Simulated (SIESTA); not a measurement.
Band structure of NaCu3O4 (Cm, 8 atoms in the cell).

```yaml
crystal:
  lattice:
    - [5.36810, -2.70287, 0.00000]
    - [5.36810, 2.70287, 0.00000]
    - [-0.00418, 0.00000, 3.47984]
  atoms:
    - { symbol: Na, position: [0.00677, 0.00677, 0.50468] }
    - { symbol: Cu, position: [0.76117, 0.76117, 0.00122] }
    - { symbol: Cu, position: [0.24502, 0.24502, 0.00870] }
    - { symbol: Cu, position: [0.50257, 0.50257, 0.99114] }
    - { symbol: O, position: [0.12997, 0.61523, 0.00835] }
    - { symbol: O, position: [0.61523, 0.12997, 0.00835] }
    - { symbol: O, position: [0.39164, 0.87532, 0.99740] }
    - { symbol: O, position: [0.87532, 0.39164, 0.99740] }
```

Computed with LDA PW92, numerical atomic orbitals DZP, PseudoDojo LDA standard norm-conserving potentials (rewritten from UPF to PSML) run with SIESTA.

Settings: XC.functional = LDA; XC.authors = PW92; potentials = PseudoDojo LDA standard; PAO.BasisSize = DZP; PAO.EnergyShift = 0.01 Ry; MeshCutoff = 350 Ry; kgrid.MonkhorstPack = 4 4 6; OccupationFunction = MP; OccupationMPOrder = 0; ElectronicTemperature = 136 meV; MaxSCFIterations = 150; SCF.Mixer.Method = Pulay; SCF.Mixer.Weight = 0.2; SCF.Mixer.History = 8.

The starting cell comes from a database of computed structures (which also holds hypothetical and non-ambient phases and stackings), without a prior relaxation at this level. Its lattice was rescaled by a random factor within 2.5 % of one. Spin polarisation is off, so a magnetic state, if there is one, cannot be reached. Values carry the incompleteness of an atom-centred basis. The run gives no clean gap (levels at the Fermi energy touch, overlap or are partly filled at this smearing), which alone does not show that the compound is a metal.

Levels in eV from the Fermi level, bands 42 to 47:
| point | 42 | 43 | 44 | 45 | 46 | 47 |
|---|---|---|---|---|---|---|
| Γ | -0.89 | -0.58 | -0.21 | 0.04 | 0.22 | 1.79 |
| Y | -1.23 | -0.98 | -0.71 | -0.20 | 1.00 | 1.89 |
| F | -1.02 | -0.97 | -0.32 | -0.17 | 0.86 | 1.70 |
| L | -1.20 | -1.10 | -0.70 | -0.26 | 1.01 | 1.90 |
| I | -1.17 | -0.83 | -0.76 | -0.41 | 0.15 | 1.14 |
| I1 | -1.17 | -0.83 | -0.76 | -0.41 | 0.15 | 1.14 |
| Z | -0.91 | -0.82 | -0.53 | -0.29 | 0.27 | 1.82 |
| H | -1.13 | -0.97 | -0.61 | -0.36 | 0.89 | 1.72 |
| F1 | -1.02 | -0.97 | -0.32 | -0.17 | 0.86 | 1.70 |
| H1 | -1.13 | -0.97 | -0.61 | -0.36 | 0.89 | 1.72 |
| Y1 | -1.23 | -0.98 | -0.71 | -0.20 | 1.00 | 1.89 |
| X | -1.13 | -0.72 | -0.59 | 0.06 | 0.98 | 1.88 |
| N | -1.18 | -1.01 | -0.53 | 0.06 | 0.11 | 0.52 |
| M | -0.75 | -0.52 | -0.22 | -0.09 | -0.03 | 0.35 |

Bands cross the Fermi level along this path, so the cell is metallic at this level.

Higher empty bands are left out: an atom-centred basis made for the valence describes them poorly.
